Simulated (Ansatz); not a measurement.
Defect: interstitial S in rock-salt TiN, neutral cell. Method: PBE, PAW (plane waves to 420 eV; Ansatz, a program for electronic structure).

Settings: 64 host sites, the relaxed PBE lattice, a 2×2×2 k-point mesh shifted by half a step, smearing 0.10 eV, spin-restricted, no image-charge correction. Energies are static. Sites that were not tried may lie lower.

Barriers: single points on a 4×4×4 k-point mesh shifted by half a step at the bands' geometries (they differ from the bands' own by up to 0.15 eV, and are uncertain by about as much).

The step: one N atom of the host carries most of the motion; the atom moves 1.78 Å along (0.00, -0.42, 0.00) of the unit cell; at the start the S atom holds a host N site and a host atom stands off its site; at the end the S atom holds a host N site and a host atom stands off its site; the moving atom starts with neighbours S at 1.69; 3 Ti at 1.96, Ti at 2.03 Å and ends with S at 1.69; 3 Ti at 1.96, Ti at 2.03 Å.

Question: Predict the migration barrier of this step from PBE, PAW.

Answer: 0.96 eV, the same both ways. At the saddle the moving atom has neighbours S at 1.59; 2 Ti at 1.86 Å. The saddle point's order was not checked, and it lies on a symmetry element of the cell, where a band can be held.
